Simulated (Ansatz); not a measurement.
The parent structure is Nb in the bcc (W type) structure (space group Im-3m, No. 229; a = 3.311 Å; relaxed with 0.1 eV smearing).

Computed with plane-wave PAW DFT at the PBE level (Ansatz, a first-principles code, 420 eV), scalar-relativistic without spin-orbit coupling, earlier PAW set.

Before the change:

The pressure comes out as 0.0 GPa.

Now apply this change: every lattice vector is stretched by 1.62 %, atoms relaxed at fixed cell.

Task: What happens to the pressure and energy relative to the base?

Result: The pressure goes from zero to -7.5 GPa; the energy goes up by 22 meV/atom.

The cells carry an imposed strain or load. Whether these cells are dynamically stable was not tested. The final runs are not spin-polarised.
